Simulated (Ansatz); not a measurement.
## SiO2: isotropic strain +0.60 %

Base system: SiO$_{2}$ in the rutile structure (space group P4_2/mnm, No. 136; a = 4.236 Å, c = 2.690 Å).

It is then changed as follows: the cell is scaled by 1.0060 in all directions, atoms relaxed at fixed cell.

Method: PBE (Ansatz, a program for electronic structure), scalar-relativistic without spin-orbit coupling. Settings: 8×8×12 k-points, 0.05 eV Fermi–Dirac smearing.

| quantity | base | changed | shift |
|---|---|---|---|
| shortest interatomic distance | 1.774 Å | 1.782 Å | +0.008 Å |
| energy relative to the base (free energy F) | 0 meV/atom | +2.2 meV/atom | +2.2 meV/atom |
| pressure (mean of the normal stresses, compression positive) | 0.01 GPa | -4.77 GPa | -4.78 GPa |
| band gap | 5.04 eV | 4.76 eV | -0.28 eV |
| gap character | direct at Γ | direct at Γ | – |
| mean gap deformation potential ΔEg/Δln V | – | -15.5 eV | – |
| electron mass | 0.36 mₑ along c, 0.45 mₑ across (at Γ) | 0.35 mₑ along c, 0.44 mₑ across (at Γ) | – |
| hole mass | 1.9 mₑ along c, 1.1 mₑ across (at Γ) | 2.0 mₑ along c, 1.1 mₑ across (at Γ) | – |
| valence-band top at Γ (three highest levels, from the VBM) | 0.00, -0.85, -0.85 eV | 0.00, -0.83, -0.83 eV | – |

Cost of the whole job for the changed cell (relaxation, final SCF and bands): roughly 13 core-seconds.

Effective masses come from finite differences of ±0.01 Å⁻¹. Stability against distortions was not tested.
